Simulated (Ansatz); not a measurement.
System: Ho₅Si₃ (P6₃/mcm, No. 193; cell taken from a computed entry). Method: LDA (Ansatz, a first-principles code, PAW).

Run with plane-wave cutoff 500 eV, 6×6×6 k mesh, Fermi–Dirac smearing 0.05 eV, spin-polarised start, scalar-relativistic PAW data made under PBE.

Computed at the level's own relaxed cell.

Q: What does this level give for the volume per atom, lattice parameter a and lattice parameter c?

A: 
volume per atom: 23.11 Å³/atom
lattice parameter a: 8.268 Å
lattice parameter c: 6.246 Å

The run finds no gap.

Note: the magnetic order was assumed, not searched for or taken from measurement; the relaxation could not lower the start's symmetry, so the cell can be a saddle point above a distorted one; the 4f shell is treated without U or exact exchange, so its levels and filling can be wrong.

Spin–orbit coupling is not included.

The computed numbers hold no vibrational or temperature effects.

Computing time: very roughly 70 core-minutes.
